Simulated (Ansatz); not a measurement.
Consider BaTiO3 in the cubic perovskite structure (space group Pm-3m, No. 221).

```xyz
5
Lattice="3.9699 0.0000 0.0000 0.0000 3.9699 0.0000 0.0000 0.0000 3.9699" Properties=species:S:1:pos:R:3 pbc="T T T"
Ba     0.0000     0.0000     0.0000
Ti     1.9849     1.9849     1.9849
O      1.9849     0.0000     1.9849
O      0.0000     1.9849     1.9849
O      1.9849     1.9849     0.0000
```

Level of theory: Ansatz (a first-principles code) PBEsol, no SOC.

Base values:

The band gap comes out as 1.82 eV and the width of the top valence band is 0.98 eV.

The change: an isotropic linear strain of +3.00 %, atoms relaxed at fixed cell.

Problem. What does the calculation give for the band gap after the change?

Solution. The band gap falls by 0.182 eV to 1.63 eV.

Problem. How does this affect the width of the top valence band?

Solution. The width of the top valence band falls by 0.05 eV to 0.93 eV.

Problem. Estimate the effect on the energy relative to the base.

Solution. The energy rises by 51 meV/atom.

Stability against distortions was not tested. All final runs are without spin polarisation. Many cubic perovskites are stable only at high temperature; tilts and polar distortions were not tested. This is not the structure that BaTiO3 has at room temperature and ambient pressure.
